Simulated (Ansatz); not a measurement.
# bcc W (0 0 1) on beta Ga2O3 (0 0 1) (film strained to the substrate, faces as cut)

A periodic stack without vacuum, bcc W (0 0 1) on beta Ga2O3 (0 0 1) (film strained to the substrate, faces as cut): substrate slab Ga16O28, film W24, surface cells [[0, -1], [2, 0]] and [[0, -1], [4, -1]], film strained by -3.2 and -2.2 %, faces O/O and W/W as cut (like faces can put a slab off its formula).

The start was prepared with a machine-learned potential, and the result is one local minimum, with the in-plane cell held and forces under 0.04 eV/Å; the film can end far from its bulk form.

These are PBE (plane waves to 420 eV, PAW; Ansatz, a program for electronic structure) values and carry that method's errors. Scalar-relativistic, without spin–orbit coupling; the runs are not spin-polarised. Its k-point mesh 9×2×1, Fermi–Dirac width 0.05 eV.

- interface area: 38.4 Å²
- period: 22.92 Å
- gaps between the outermost planes at the two interfaces: 1.23 and 1.23 Å
- O–W contacts across the interfaces within 1.22 times the sum of covalent radii: 12, mean 2.07 Å
- Ga–W contacts across the interfaces within 1.22 times the sum of covalent radii: 6, mean 3.36 Å

```
Ga4W6O7
1.0
    3.08317    -0.00123    -0.03969
    3.08275    12.45172    -0.43778
    1.88221     2.82002    22.81936
Ga O W
16 28 24
Direct
  0.06096   0.66846   0.24365
  0.07564   0.16829   0.24360
  0.17824   0.08592   0.10619
  0.25760   0.58573   0.10629
  0.46271   0.81526   0.12139
  0.50033   0.31529   0.12155
  0.82166   0.93219   0.22015
  0.81024   0.43229   0.22033
  0.14827   0.50642   0.48673
  0.06915   0.00644   0.48666
  0.26582   0.92389   0.34928
  0.25121   0.42410   0.34944
  0.50503   0.66027   0.37276
  0.51650   0.16003   0.37269
  0.86405   0.77697   0.47162
  0.82601   0.27694   0.47149
  0.95841   0.83319   0.06493
  0.02633   0.33329   0.06513
  0.10706   0.05315   0.03229
  0.46116   0.55284   0.03215
  0.99531   0.69473   0.32224
  0.00886   0.19459   0.32219
  0.33150   0.89760   0.27069
  0.31782   0.39783   0.27086
  0.98087   0.78925   0.18660
  0.96929   0.28936   0.18678
  0.31767   0.95756   0.15530
  0.32758   0.45755   0.15553
  0.59760   0.16165   0.11829
  0.67447   0.66154   0.11798
  0.64735   0.58751   0.23300
  0.66199   0.08732   0.23304
  0.21797   0.53867   0.56075
  0.86464   0.03889   0.56081
  0.36833   0.75887   0.52804
  0.30025   0.25874   0.52791
  0.00907   0.63478   0.43767
  0.99927   0.13472   0.43749
  0.34578   0.80308   0.40634
  0.35742   0.30299   0.40628
  0.67943   0.00483   0.35996
  0.66486   0.50504   0.36006
  0.72891   0.43060   0.47478
  0.65222   0.93066   0.47488
  0.66676   0.12729   0.69146
  0.38098   0.37289   0.68866
  0.10341   0.62737   0.69149
  0.90061   0.87298   0.68875
  0.14091   0.25371   0.61452
  0.74027   0.51750   0.62249
  0.45187   0.75422   0.61465
  0.33013   0.01762   0.62229
  0.60805   0.10266   0.83151
  0.33051   0.35203   0.83139
  0.06860   0.60251   0.83151
  0.84612   0.85223   0.83131
  0.99511   0.23930   0.76162
  0.71774   0.48869   0.76151
  0.47981   0.73908   0.76166
  0.25713   0.98879   0.76152
  0.58410   0.07407   0.97052
  0.18578   0.33754   0.97856
  0.99421   0.57395   0.97072
  0.87456   0.83706   0.97845
  0.94502   0.21837   0.90430
  0.65905   0.46399   0.90159
  0.42468   0.71836   0.90419
  0.22286   0.96392   0.90156
```
